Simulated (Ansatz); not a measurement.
Take CdF$_{2}$ in the fluorite structure (space group Fm-3m, No. 225; a = 5.481 Å) as the base.

The values are results of plane-wave PAW DFT at the PBE level (Ansatz, a program for electronic structure, 420 eV), spin-orbit coupling left out, not measurements.

Strains are applied to the cell and any free atomic positions relax.

One change was made to it. Results:

```tsv
quantity	base	after
smallest direct gap	3.47 eV	3.69 eV
band gap	2.92 eV	3.24 eV
gap character	indirect, W → Γ	indirect, W → Γ
pressure	0.00 GPa	10.63 GPa
```

Question: What was done to the base?
(A) isotropic strain +1.00 %
(B) isotropic strain −3.00 %
(C) isotropic strain −2.50 %

Answer: B, isotropic strain −3.00 %. For comparison, the band gap in the other runs: isotropic strain −2.50 % gives 3.19 eV; isotropic strain +1.00 % gives 2.81 eV.

No phonon test of stability was made.
